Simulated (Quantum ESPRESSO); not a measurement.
Worked example: self-consistent single point of Cl (Cmce, 4 atoms in the cell) in Quantum ESPRESSO.

Computed with PBE-D3(BJ), GBRV 1.5 ultrasoft (PBE) pseudopotentials (plane waves; Quantum ESPRESSO).

```xyz
4
Lattice="2.2357 -3.1141 0.0000 2.2357 3.1141 0.0000 0.0000 0.0000 8.2443" Properties=species:S:1:pos:R:3 pbc="T T T"
Cl     3.9215     0.0000     7.3951
Cl     2.7857     0.0000     3.2730
Cl     1.6858     0.0000     4.9713
Cl     0.5500     0.0000     0.8492
```

Reference input (self-consistent single point, DFT, PBE, plane waves, GBRV 1.5 ultrasoft (PBE) pseudopotentials): ecutwfc = 40 Ry; ecutrho = 200 Ry; occupations = smearing; smearing = fd; degauss = 0.00147 Ry; potentials = {Cl: cl_pbe_v1.4.uspp.F.UPF}; K_POINTS = automatic 5 5 2 1 1 1; conv_thr = 1e-08 Ry; mixing_beta = 0.5. This run's input differs from it in these lines:

```diff
@@ -17,2 +17,5 @@
     degauss = 0.00147
+    vdw_corr = 'grimme-d3'
+    dftd3_version = 4
+    dftd3_threebody = .false.
 /
```

Output, abridged:

```
     Self-consistent Calculation

     iteration #  1     ecut=    40.00 Ry     beta= 0.50

     Threshold (ethr) on eigenvalues was too large:
     Diagonalizing with lowered threshold

     negative rho (up, down):  5.942E-02 0.000E+00

     total energy              =    -133.20363750 Ry
     estimated scf accuracy    <       0.10201560 Ry

     iteration #  2     ecut=    40.00 Ry     beta= 0.50

     negative rho (up, down):  5.935E-02 0.000E+00

     total energy              =    -133.20261147 Ry
     estimated scf accuracy    <       0.01571369 Ry

     iteration #  3     ecut=    40.00 Ry     beta= 0.50

     negative rho (up, down):  5.919E-02 0.000E+00

     total energy              =    -133.20408797 Ry
     estimated scf accuracy    <       0.00017881 Ry

   [... 3 blocks of this kind left out ...]

     iteration #  7     ecut=    40.00 Ry     beta= 0.50

     negative rho (up, down):  5.898E-02 0.000E+00

     total energy              =    -133.20422506 Ry
     estimated scf accuracy    <       0.00000011 Ry

     iteration #  8     ecut=    40.00 Ry     beta= 0.50

     negative rho (up, down):  5.898E-02 0.000E+00
     End of self-consistent calculation

     the Fermi energy is     1.8914 ev

!    total energy              =    -133.20422508 Ry
     estimated scf accuracy    <          5.2E-09 Ry
     smearing contrib. (-TS)   =       0.00000000 Ry
     internal energy E=F+TS    =    -133.20422508 Ry

     DFT-D3 Dispersion         =      -0.04504793 Ry

     convergence has been achieved in   8 iterations

     negative rho (up, down):  5.898E-02 0.000E+00

     Forces acting on atoms (cartesian axes, Ry/au):

     atom    1 type  1   force =     0.00266889    0.00000000    0.00068728
     atom    2 type  1   force =    -0.00266889    0.00000000    0.00068728
     atom    3 type  1   force =     0.00266889    0.00000000   -0.00068728
     atom    4 type  1   force =    -0.00266889    0.00000000   -0.00068728

     Total force =     0.005512     Total SCF correction =     0.000199

     negative rho (up, down):  5.898E-02 0.000E+00
          total   stress  (Ry/bohr**3)                   (kbar)     P=       -5.27
  -0.00005173  -0.00000000   0.00000000           -7.61       -0.00        0.00
  -0.00000000   0.00001637   0.00000000           -0.00        2.41        0.00
   0.00000000   0.00000000  -0.00007211            0.00        0.00      -10.61

   JOB DONE.
```

The run converged in 8 iterations. Against the reference run the pressure goes from 0.52 to -0.53 GPa, the largest force goes from 0.085 to 0.071 eV/Å and the gap on the mesh stays at 2.548 eV.

The starting cell has typed, rounded lattice constants, without a prior relaxation at this level. Its lattice was rescaled by a random factor within 2.5 % of one. The shifted mesh does not hold Γ, so a gap read on it misses any band edge there.
